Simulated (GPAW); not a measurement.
## Pressure against volume in hcp Os (space group 194) (GPAW, LDA)

```
CELL_PARAMETERS angstrom
      2.62382     0.00000     0.00000
     -1.31191     2.27230     0.00000
      0.00000     0.00000     4.15198
ATOMIC_POSITIONS crystal
  Os 0.66667 0.33333 0.75000
  Os 0.33333 0.66667 0.25000
```

Computed with LDA (Perdew-Wang 92), GPAW PAW datasets LDA (gpaw-data 1.0.1) (plane waves; GPAW). Settings: mode = pw; ecut = 585 eV; xc = LDA; kpts = 25 25 14; mesh shift (steps) = 0 0 0; occupations.name = fermi-dirac; occupations.width = 0.05 eV; nbands = -6; convergence.forces = 0.001 eV/Å; symmetry.symmorphic = false; symmetry.tolerance = 0.0005; maxiter = 120. The cell above is the first row's. The rows scale it uniformly. In all rows fractional positions and the k mesh are held.

```
V (Å^3/atom)  P (GPa)
------------  -------
12.377              ?
12.646          37.18
12.915          24.86
13.184          13.72
13.454           3.82
13.723          -5.02
13.992         -12.97
14.261         -20.04
14.530         -26.33
```

### Question
Using a cubic, estimate the missing P at V = 12.377 from the other rows, showing the fit.

### Answer
With u = V - 13.6, the rows have u = -0.9540, -0.6850, -0.4160, -0.1460, 0.1230, 0.3920, 0.6610, 0.9300. Least squares gives P = -1.124 - 32.7593·u + 6.9000·u² - 0.8915·u³. Residuals (row less fit): -0.002, 0.020, -0.042, 0.011, 0.031, -0.011, -0.019, 0.009; standard error 0.031 (degrees of freedom: 4). The fitted pressure is zero at V0 = 13.57, where dP/dV = -33.23, so B0 = -V0·dP/dV = 451 GPa. At the withheld row, u = -1.2230, so P = -1.124 - 32.7593 × (-1.2230) + 6.9000 × (-1.2230)² - 0.8915 × (-1.2230)³ = 50.892 GPa. The calculation gives 51.07 GPa, 0.178 GPa above the prediction (0.2 % of the range of P in the table). The row lies outside the fitted rows, so this is an extrapolation. From the scatter of the fitted rows alone, a prediction at this place has a standard error of 0.082 GPa, so the miss is 2.2 times that.

Carrying the step between the two nearest rows on in a straight line would have given 49.50, off by 1.57; series whose last step already gives the withheld value aren't shown. The scan was laid around a cell of about the measured size, scaled by a guess for this functional; axis ratios and inner coordinates come from that cell. The runs keep the symmetry of the cell, so they don't test it for distortions. Spin polarisation is off. Spin-orbit coupling is off. The shape of the cell and the inner coordinates aren't relaxed, so V0 and B0 belong to this uniform scaling; a relaxed crystal lies no higher in energy and is usually softer. Cutoffs and mesh are single choices, not tested for convergence of this quantity. Series with a scatter that would blur these digits, or in which a gap closes, are not shown.
